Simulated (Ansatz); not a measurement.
```yaml
crystal:
  lattice:
    - [0.00000, 2.95331, 2.95331]
    - [2.95331, 0.00000, 2.95331]
    - [2.95331, 2.95331, 0.00000]
  atoms:
    - { symbol: P, position: [0.25000, 0.25000, 0.25000] }
    - { symbol: In, position: [0.00000, 0.00000, 0.00000] }
```

Problem. List the harmonic phonon frequencies (cm⁻¹; finite displacements on a 6×6×6 mesh, r2SCAN in Ansatz, an electronic-structure program, k mesh 6×6×6) at q = (0.167, -0.500, -0.333), (0.000, 0.167, -0.167), (0.000, 0.333, 0.333), in fractions of this cell's reciprocal vectors. At Γ leave out the LO-TO shift.

Solution. 
- (0.167, -0.500, -0.333): 79, 91, 162, 301, 317, 338
- (0.000, 0.167, -0.167): 50, 69, 112, 300, 305, 337
- (0.000, 0.333, 0.333): 67, 67, 150, 310, 310, 330
